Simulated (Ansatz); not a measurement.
Base system: PbS in the rock salt structure (space group Fm-3m, No. 225; a = 5.975 Å). Axes: x, y, z lie along the cube axes.

The values are results of Ansatz (a quantum-chemistry and plane-wave program) r2SCAN, spin-orbit coupling left out, not measurements.

The change: an isotropic linear strain of −2.50 %; the atoms relax in the strained cell.

Problem. Predict the stress tensor and what it implies for the stiffness.

Solution. Stress of the strained cell less that of the base (GPa, compression positive):
```
   5.16    0.00    0.00
   0.00    5.16    0.00
   0.00    0.00    5.16
```

Then B = −ΔP/(ΔV/V₀) with ΔV/V₀ = -0.0731 gives secant stiffness values (nonlinear terms included at this strain): B ≈ 71 GPa.

As a check, the harmonic strain energy −½ V₀ Δσ:ε is 32 meV/atom; the computed energy rise is 29 meV/atom.

Stability against distortions was not tested.
